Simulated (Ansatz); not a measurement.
**InSb, point defects**

The parent structure is an 8-atom supercell of InSb in the zinc blende structure (space group F-43m, No. 216; a = 6.635 Å) at its relaxed geometry.

One neutral defect a cell, atoms relaxed at fixed cell.

Computed with PBE, PAW, 420 eV (Ansatz, a first-principles code; no spin-orbit coupling), earlier PAW set.

| variant | largest displacement of a host atom from its site in the perfect cell | pressure |
|---|---|---|
| perfect supercell | – | 0.0 GPa |
| Li interstitial (started 2.71 Å from the nearest host atom) | 0.02 Å | 2.3 GPa |
| Al on a Sb site | 0.09 Å | -0.8 GPa |
| Sn on a In site | 0.04 Å | 1.3 GPa |
| In vacancy | 0.89 Å | -1.6 GPa |
| Sb interstitial (started 2.71 Å from the nearest host atom), symmetric start | 0.26 Å | 5.9 GPa |

The cell is small, so the values are those of an ordered compound at a high defect concentration; dilute-limit values will differ. Defects with a symmetric start kept the site's symmetry and may sit on a saddle; the others started slightly shaken. The final runs are not spin-polarised.
